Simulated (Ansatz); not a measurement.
Consider ZnSe in the zinc blende structure (space group F-43m, No. 216; a = 5.666 Å). Axes: x, y, z lie along the cube axes.

Calculations: r2SCAN (Ansatz, a first-principles code), no spin-orbit coupling.

For the base:

The band gap is 1.87 eV and the valence-band top at Γ is 0.00, 0.00, 0.00 eV.

The change: tensor shear ε_xy = +0.86 % (engineering shear γ = 0.0172), atoms relaxed at fixed cell.

Problem. Estimate the effect on the band gap, valence-band top at Γ, stress and energy relative to the base.

Solution. The band gap falls by 0.06 eV to 1.81 eV; the valence-band top at Γ (three highest levels, from the VBM) becomes 0.00, -0.05, -0.10 eV (base: 0.00, 0.00, 0.00 eV); the stress (xx, yy, zz, yz, xz, xy; compression positive) comes out as (0.00, 0.00, -0.01, 0.00, 0.00, -0.71) GPa; the energy increases by 0.9 meV/atom.

The cells carry an imposed strain or load. Stability against distortions was not tested.
